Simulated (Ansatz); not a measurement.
Start from SnO2 in the rutile structure (space group P4_2/mnm, No. 136; a = 4.7599 Å, c = 3.2008 Å).

Computed with r2SCAN in Ansatz (plane waves to 500 eV, PAW, spin-orbit coupling left out).

It is then changed as follows: every Sn is replaced by Si; the structure is relaxed again.

Measured lattice parameter a: SnO2 4.73735 Å (room temperature; as listed in Zenji Hiroi, Progress in Solid State Chemistry (2015)); SiO2 4.179 Å (room temperature; as listed in Zenji Hiroi, Progress in Solid State Chemistry (2015)).

Task: How well does r2SCAN reproduce the measured shift?

Result: With r2SCAN the lattice parameter a moves by -0.575 Å (4.760 → 4.185) against -0.558 Å measured.

Whether these cells are dynamically stable was not tested.

Ansatz is a first-principles code.
